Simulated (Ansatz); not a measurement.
A computed series for Si: carrier doping

Consider Si in the diamond structure (space group Fd-3m, No. 227; a = 5.4443 Å).

Carriers are added at fixed cell with a uniform background; the Fermi–Dirac width is that of 300 K.

Method: Kohn–Sham DFT with the r2SCAN functional, run in Ansatz (an electronic-structure program) with PAW and 500 eV plane waves, no SOC.

Notes on the quantities. Fermi level from band edge: Fermi level relative to the doped band's edge (positive inside the band; to 0.05 eV).

| change | gap between the host's bands | Fermi level from band edge |
|---|---|---|
| undoped | 0.77 eV | – |
| electrons 1.0×10^21 cm⁻³ | 0.76 eV | +0.30 eV |
| electrons 2.0×10^21 cm⁻³ | 0.75 eV | [?] |
| electrons 3.0×10^21 cm⁻³ | [?] | +0.50 eV |
| holes 1.0×10^21 cm⁻³ | 0.79 eV | +0.30 eV |
| holes 2.0×10^21 cm⁻³ | [?] | +0.45 eV |
| holes 3.0×10^21 cm⁻³ | [?] | +0.60 eV |

Task: Some entries are withheld; estimate them.

Result: 
- electrons 2.0×10^21 cm⁻³, Fermi level from band edge: +0.40 eV
- electrons 3.0×10^21 cm⁻³, gap between the host's bands: 0.74 eV
- holes 2.0×10^21 cm⁻³, gap between the host's bands: 0.81 eV
- holes 3.0×10^21 cm⁻³, gap between the host's bands: 0.83 eV

Carriers are added with a uniform compensating background; total energy and stress of such cells depend on the potential's zero and are not compared; many-body gap narrowing is missing at this level. Whether these cells are dynamically stable was not tested.
